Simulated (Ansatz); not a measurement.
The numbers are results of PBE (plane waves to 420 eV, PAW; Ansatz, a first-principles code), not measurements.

Electrostatic potential energy of an electron, averaged over planes parallel to the surface, in eV from the highest filled level, for the (221) surface of rock-salt MgO in its 1x1 cell (cut with top plane Mg + O, bottom plane Mg + O), outermost plane spacing 0.71 Å in the ideal cut (in the relaxation 8 Mg–O bonds broke):

```csv
z (Å),V (eV)
3.44,4.36
3.72,4.36
4.01,4.36
4.30,4.36
4.58,4.36
4.87,4.35
5.16,4.35
5.44,4.34
5.73,4.32
6.02,4.29
6.30,4.21
6.59,4.02
6.88,3.61
7.16,2.49
7.45,0.14
7.73,-3.14
8.02,-6.42
8.31,-8.64
8.59,-8.86
8.88,-7.35
9.17,-4.01
9.45,-0.25
9.74,-0.60
10.03,-2.77
10.31,-3.64
10.60,-3.96
10.89,-5.06
11.17,-7.01
11.46,-6.96
11.74,-5.51
12.03,-5.21
12.32,-5.21
12.60,-5.46
12.89,-5.34
13.18,-5.48
13.46,-5.75
13.75,-5.44
14.04,-5.75
14.32,-5.48
14.61,-5.34
14.90,-5.46
15.18,-5.21
15.47,-5.21
15.76,-5.51
16.04,-6.96
16.33,-7.01
16.61,-5.06
16.90,-3.96
17.19,-3.64
17.47,-2.77
17.76,-0.60
18.05,-0.25
18.33,-4.01
18.62,-7.35
18.91,-8.86
19.19,-8.64
19.48,-6.42
19.77,-3.14
20.05,0.14
20.34,2.49
20.62,3.61
20.91,4.02
21.20,4.21
21.48,4.29
21.77,4.32
22.06,4.34
22.34,4.35
22.63,4.35
22.92,4.36
23.20,4.36
23.49,4.36
23.78,4.36
24.06,4.36
```

Set-up: 34 atoms, Mg17O17, 11.3 Å thick at the start; mesh 8x3x1; 0.025 eV smearing; dipole correction on; all atoms relaxed; symmetry of the start imposed; no spin, no spin-orbit, no U.

The vacuum level lies 4.36 eV above the highest filled level over the top face and 4.36 eV above it under the bottom face.
